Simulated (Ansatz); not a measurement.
Y₂Ge (model structure, started from the Cu2Sb type, P4/nmm, No. 129, 6 atoms in the cell)

Computed with PBE (plane waves, PAW; Ansatz, a quantum-chemistry and plane-wave program).

Settings: plane-wave cutoff 500 eV, 8×8×6 k mesh (along the axes of the cell as run), Fermi–Dirac smearing 0.05 eV, scalar-relativistic PAW data made under PBE.

Cell (relaxed at this level):

```cif
data_Ge2Y4
_chemical_formula_sum 'Y4 Ge2'
_space_group_name_H-M_alt 'P4/nmm :1'
_space_group_IT_number 129
_space_group_name_Hall 'P 4ab 2ab -1ab'
_cell_length_a 4.37391
_cell_length_b 4.37391
_cell_length_c 8.09557
_cell_angle_alpha 90.000
_cell_angle_beta 90.000
_cell_angle_gamma 90.000
loop_
_space_group_symop_operation_xyz
  'x, y, z'
  '-y+1/2, x+1/2, z'
  '-x, -y, z'
  'y+1/2, -x+1/2, z'
  'x+1/2, -y+1/2, -z'
  '-y, -x, -z'
  '-x+1/2, y+1/2, -z'
  'y, x, -z'
  '-x+1/2, -y+1/2, -z'
  'y, -x, -z'
  'x+1/2, y+1/2, -z'
  '-y, x, -z'
  '-x, y, z'
  'y+1/2, x+1/2, z'
  'x, -y, z'
  '-y+1/2, -x+1/2, z'
loop_
_atom_site_label
_atom_site_type_symbol
_atom_site_symmetry_multiplicity
_atom_site_Wyckoff_symbol
_atom_site_fract_x
_atom_site_fract_y
_atom_site_fract_z
_atom_site_occupancy
Y1 Y 2 a 0.00000 0.00000 0.00000 1
Y2 Y 2 c 0.50000 0.00000 0.35700 1
Ge1 Ge 2 c 0.00000 0.50000 0.27550 1
```

For Y₂Ge (model structure, started from the Cu2Sb type, P4/nmm, No. 129, 6 atoms in the cell), the band gap is none.

Note: the relaxation could raise the start's symmetry but not lower it, so the cell can be a saddle point.

Spin–orbit coupling is not included.

Computed values are for the static lattice.

A model structure was made by putting elements into a prototype or built by hand; it is no filed structure, need not be a known phase, and can be a saddle point held by its symmetry.
